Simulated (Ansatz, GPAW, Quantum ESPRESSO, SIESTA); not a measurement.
## Cr3Cu (Pm-3m, 4 atoms in the cell) computed with different codes at matched settings

Self-consistent single point, at a second geometry (lattice scaled by 0.98). First geometry:

```
CELL_PARAMETERS angstrom
      3.60192     0.00000     0.00000
      0.00000     3.60192     0.00000
      0.00000     0.00000     3.60192
ATOMIC_POSITIONS crystal
  Cr 0.00000 0.50000 0.50000
  Cr 0.50000 0.00000 0.50000
  Cr 0.50000 0.50000 0.00000
  Cu 0.00000 0.00000 0.00000
```

Shared settings, as Ansatz (a first-principles code) writes them: kpoints.mp_grid.grid = 12 12 12; scf.occupations.method = gaussian; scf.occupations.width = 0.1 eV. Potentials and cutoffs stand in the table.

```json
[
 {"code": "SIESTA", "model": "LDA PW92, numerical atomic orbitals TZP, PseudoDojo LDA standard norm-conserving potentials (rewritten from UPF to PSML)", "ΔF from the first geometry (meV/atom)": "-55.4", "pressure (GPa)": "-5.76", "cutoff": "grid 300 Ry"},
 {"code": "Ansatz", "model": "LDA (PW92), PAW files made with PBE", "ΔF from the first geometry (meV/atom)": "-44.1", "pressure (GPa)": "-3.22", "cutoff": "default"},
 {"code": "GPAW", "model": "LDA (Perdew-Wang 92), GPAW PAW datasets LDA (gpaw-data 1.0.1)", "ΔF from the first geometry (meV/atom)": "-44.9", "pressure (GPa)": "-3.86", "cutoff": "800 eV"},
 {"code": "Quantum ESPRESSO", "model": "LDA (PZ), GBRV 1.5 ultrasoft (LDA) pseudopotentials", "ΔF from the first geometry (meV/atom)": "-41.5", "pressure (GPa)": "-2.88", "cutoff": "50 Ry"}
]
```

For GPAW (by 0.4 GPa) the energy change implies a higher mean pressure, against the two pressures, than for the other programs: a sign of finite-basis (Pulay) stress.

On Ansatz's run: spin polarisation is off.

The spread over the programs that give each value: ΔF from the first geometry within 13.9 meV/atom; pressure within 2.88 GPa.

SIESTA uses small atom-centred bases, whose incompleteness enters pressures, forces and empty levels differently from a plane-wave cutoff. Ansatz's pressure is given at a fixed set of plane waves, as the other plane-wave codes print theirs; with its correction for the finite basis it is -3.14 GPa. The same LDA comes in different parametrisations, which differ slightly. In the pressure, SIESTA (by 2.54) lies more than 1 GPa from the median of the plane-wave programs.

The starting cell comes from a database of computed structures (which also holds hypothetical and non-ambient phases and stackings), without a prior relaxation at this level. For this run, on top of that: lattice scaled by 0.98.

Left out of this page: Elk (not drawn, or without a comparable value); FLEUR (with a known weakness of the program).

Keys are those of Ansatz 0.2.
